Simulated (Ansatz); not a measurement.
## ZrSi2: pressure series

The reference is ZrSi₂ (space group Cmcm, No. 63).

```xyz
6
Lattice="1.8522 -7.3961 0.0000 1.8522 7.3961 0.0000 0.0000 0.0000 3.6789" Properties=species:S:1:pos:R:3 pbc="T T T"
Si     1.8522    -6.6098     2.7592
Si     1.8522     6.6098     0.9197
Si     1.8522     3.7012     2.7592
Si     1.8522    -3.7012     0.9197
Zr     1.8522    -1.5587     2.7592
Zr     1.8522     1.5587     0.9197
```

Cell and atoms are relaxed at each pressure.

Levels (all Ansatz, a quantum-chemistry and plane-wave program, PAW): PBE (420 eV, no spin-orbit coupling); r2SCAN (500 eV, without spin-orbit coupling).

The base cell above is that of PBE; each level relaxes its own structures.

| case | volume per atom, PBE | volume per atom, r2SCAN |
|---|---|---|
| pressure −2 GPa | 17.08 Å³ | (withheld) |
| pressure −1 GPa | 16.94 Å³ | 16.88 Å³ |
| pressure 0.9 GPa | 16.68 Å³ | (withheld) |
| pressure 2.1 GPa | 16.53 Å³ | 16.48 Å³ |
| pressure 4.5 GPa | 16.24 Å³ | (withheld) |
| pressure 9 GPa | 15.76 Å³ | 15.74 Å³ |
| pressure 15 GPa | 15.21 Å³ | 15.20 Å³ |
| pressure 22.5 GPa | 14.63 Å³ | 14.62 Å³ |
| pressure 30 GPa | 14.13 Å³ | (withheld) |

**Question.** What belongs in the blanks?

**Answer.** 
- pressure −2 GPa, volume per atom, r2SCAN: 17.02 Å³
- pressure 0.9 GPa, volume per atom, r2SCAN: 16.63 Å³
- pressure 4.5 GPa, volume per atom, r2SCAN: 16.21 Å³
- pressure 30 GPa, volume per atom, r2SCAN: 14.13 Å³

The two levels differ by at most about 0.06 Å³. They put the cases in the same order.

Load acts through the strain it causes; cell and atoms are relaxed under it. No phonon test of stability was made. No other phases were tried under pressure. All final runs are without spin polarisation.
